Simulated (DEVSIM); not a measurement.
# illuminated Si n-on-p cell, one wavelength, with a back-surface field

Structure: illuminated Si n-on-p cell, one wavelength, with a back-surface field, at 300 K.

| layer (left to right) | material | thickness (μm) | Nd (cm⁻³) | Na (cm⁻³) | τn (s) | τp (s) | absorption coefficient (cm⁻¹) |
|---|---|---|---|---|---|---|---|
| 1 | Si | 0.160 | 1.4e19 | - | 4.7e-6 | 1.1e-6 | 3100 |
| 2 | Si | 24.0 | - | 1.1e15 | 3.9e-5 | 3.9e-5 | 3100 |
| 3 | Si | 1.10 | - | 1.6e18 | 3.9e-5 | 3.9e-5 | 3100 |

Left contact: ohmic, minority hole recombination velocity 50000 cm/s. Right contact: ohmic, minority electron recombination velocity 30000 cm/s. Voltage is applied to the left contact. Recombination: SRH at mid-gap, radiative, Auger. Gap narrowing is on: ΔEg = 6.92 meV × (l + √(l² + 0.5)), l = ln(N/1.3e17 cm⁻³), shared equally by both band edges. Light enters at the left, 3e16 photons cm⁻² s⁻¹, one pass, no reflection. Mobility is constant in doping.

This is a model device: material constants are rounded textbook-type values typed into the input, and sizes, dopings and lifetimes were drawn at random. Values at 300 K.

```
parameter           Si
-------------  -------
gap (eV)         1.124
affinity (eV)     4.05
permittivity      11.7
Nc (cm⁻³)      2.86e19
Nv (cm⁻³)       3.1e19
μn (cm²/Vs)       1417
μp (cm²/Vs)        470
B (cm³/s)      4.7e-15
Cn (cm⁶/s)     2.8e-31
Cp (cm⁶/s)     9.9e-32
```

DEVSIM, 1D drift-diffusion, Boltzmann statistics, complete ionisation; no tunnelling, impact ionisation, image-force lowering or self-heating.

```json
{
 "potential_step_across_the_device_at_zero_bias": "0.979 V",
 "Dark forward voltage at 1 A/cm²": "0.696 V",
 "Dark forward voltage at 100 A/cm²": "0.827 V",
 "short_circuit_current": "4.79 mA/cm²",
 "open_circuit_voltage": "0.549 V",
 "fill_factor": "0.81",
 "largest_power": "2.14 mW/cm²",
 "share_of_generated_pairs_collected_at_short_circuit": "0.997"
}
```

Current under light (generator sign):

```tsv
V (V)	J (mA/cm²)
0.00	4.79
0.08	4.79
0.16	4.79
0.24	4.79
0.32	4.79
0.40	4.78
0.42	4.76
0.44	4.71
0.46	4.63
0.48	4.43
0.50	4.02
0.52	3.16
0.54	1.36
0.56	-2.32
```

Dark forward current:

(V (V), J (A/cm²)): (-0.05, -3.8e-10); (-0.10, -1.5e-9); (-0.15, -5.0e-9); (-0.20, -1.8e-8); (-0.25, -8.2e-8); (-0.30, -4.3e-7); (-0.35, -2.6e-6); (-0.40, -1.7e-5); (-0.45, -0.00011); (-0.50, -0.00077); (-0.55, -0.0049); (-0.60, -0.030); (-0.65, -0.18); (-0.70, -1.2); (-0.75, -7.3); (-0.80, -43); (-0.85, -210); (-0.90, -800); (-0.95, -2300)
